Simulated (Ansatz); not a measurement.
System: L1₂ (Cu3Au-type) Ni₃Al. Method: BLYP in Ansatz (plane waves, PAW).

Settings: plane-wave cutoff 520 eV, 16×16×16 k mesh, Fermi–Dirac smearing 0.05 eV, spin-polarised with parallel moments, scalar-relativistic PAW data made under PBE.

Properties against volume:

```json
[
 {"V (Å³/atom)": "11.094", "P (GPa)": "11.40", "moment (μB per cell of 4 atoms)": "0.66"},
 {"V (Å³/atom)": "11.330", "P (GPa)": "7.16", "moment (μB per cell of 4 atoms)": "0.67"},
 {"V (Å³/atom)": "11.566", "P (GPa)": "3.37", "moment (μB per cell of 4 atoms)": "0.69"},
 {"V (Å³/atom)": "11.802", "P (GPa)": "0.00", "moment (μB per cell of 4 atoms)": "0.70"},
 {"V (Å³/atom)": "12.038", "P (GPa)": "-3.01", "moment (μB per cell of 4 atoms)": "0.70"},
 {"V (Å³/atom)": "12.274", "P (GPa)": "-5.69", "moment (μB per cell of 4 atoms)": "0.71"},
 {"V (Å³/atom)": "12.510", "P (GPa)": "-8.08", "moment (μB per cell of 4 atoms)": "0.72"}
]
```

Note: moments this small hang on the smearing and the k mesh.

Ansatz is a quantum-chemistry and plane-wave program.
